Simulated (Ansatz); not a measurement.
CaHfSe₃ (model structure, started from the cubic perovskite type, Pm-3m, No. 221, 5 atoms in the cell) was calculated with PBE (PAW; Ansatz, a quantum-chemistry and plane-wave program).

Numerical settings: plane-wave cutoff 520 eV, 12×12×12 k mesh, Fermi–Dirac smearing 0.05 eV, scalar-relativistic PAW data made under PBE.

Cell (relaxed with PBEsol):

```
CELL_PARAMETERS angstrom
      5.12307     0.00000     0.00000
      0.00000     5.12307     0.00000
      0.00000     0.00000     5.12307
ATOMIC_POSITIONS crystal
  Ca 0.00000 0.00000 0.00000
  Hf 0.50000 0.50000 0.50000
  Se 0.00000 0.50000 0.50000
  Se 0.50000 0.50000 0.00000
  Se 0.50000 0.00000 0.50000
```

Question: What does this level give for the band gap?

Answer: 
* **band gap**: 0.15 eV (under three smearing widths, so not firm)

Note: the relaxation could raise the start's symmetry but not lower it, so the cell can be a saddle point; cell and atoms aren't relaxed at this level (pressure 2.6 GPa).

Spin–orbit coupling is not included; it can close the smallest gap of 0.15 eV.

Static lattice: no zero-point or thermal effects.

Computing time: around 40 core-seconds (rough).

A model structure was made by putting elements into a prototype or built by hand; it is no filed structure, need not be a known phase, and can be a saddle point held by its symmetry.
